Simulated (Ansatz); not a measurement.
Rock-salt NaH was calculated with rVV10 in Ansatz (plane waves, PAW).

The input as run:

Ansatz 0.2 input:
```yaml
crystal:
  lattice:
    - [0.0, 2.4074016002, 2.4074016002]
    - [2.4074016002, 0.0, 2.4074016002]
    - [2.4074016002, 2.4074016002, 0.0]
  atoms:
    - { symbol: Na, position: [0.0, 0.0, 0.0] }
    - { symbol: H, position: [0.5, 0.5, 0.5] }
basis:
  ecutwfc: 520
  ecutrho_ratio: 4
  xc_grid: 2
kpoints:
  mp_grid: { grid: [12, 12, 12] }
hamiltonian:
  xc: { exchange: rpw86, correlation: pbe }
  dispersion: rvv10
  pseudopotentials: { kind: paw }
scf:
  occupations: { method: fermi_dirac, width: 0.01 }
  convergence: { dr2_threshold: 0.0000000002 }
output:
  forces: true
  stress: true
  eigenvalues: true
```

The run printed, among other lines:

```
Crystal: 2 atoms, lattice volume = 27.905 Å³
Basis set: ecut = 520 eV, 749 PW (Γ), exchange–correlation on 54×54×54 points (8 copies of the dense FFT grid, shifted against one another)
Bands: 9, of which v1, the nominal top of the filled ones, is band 5 counted from 1 (4 counted from 0)
Symmetry: 48 space group operations
Space group: Fm-3m (ITA 225), of the structure as read, at distance tolerance 3.0e-5 Å
k-points: 72 of 1728
Functional: x = rpw86, c = pbe(β = 0.06672455060314922) + rvv10(b = 6.3, C = 0.0093)
SCF iter   1: F=—  HF=-1510.778911 eV  |F-HF|=—  |Δ(HF+E_count)|=         —  Δρ=3.38e-3  dr2=1.57e-3
SCF iter   2: F=—  HF=-1510.779835 eV  |F-HF|=—  |Δ(HF+E_count)|=   9.25e-4  Δρ=1.01e-3  dr2=6.05e-5
  ...
SCF iter   5: F=—  HF=-1510.780387 eV  |F-HF|=—  |Δ(HF+E_count)|=   3.41e-7  Δρ=7.68e-6  dr2=1.27e-8
SCF iter   6: F=-1510.780387 eV  HF=-1510.780387 eV  |F-HF|=5.27e-10  |Δ(HF+E_count)|=   2.97e-8  Δρ=5.80e-7  dr2=4.44e-11
SCF 1 converged in 6 iterations: F = -1510.780387 eV  dr2 = 4.44e-11
SCF converged after 6 iterations
Free energy (F): -1510.780387 eV
Internal energy: -1510.780387 eV  (E = F + TS)
E sigma→0 (E₀):  -1510.780387 eV
Fermi energy:    2.660611 eV
--- Stress (GPa, compression-positive) ---
       -0.483787       0.000000      -0.000000
        0.000000      -0.483787       0.000000
       -0.000000      -0.000000      -0.483787
  P = ⅓ Tr σ = -0.4838 GPa (-4.838 kbar)
```

The cell is one volume of an energy–volume scan, off the minimum.

The PAW data were made under PBE.

Ansatz is a first-principles code.
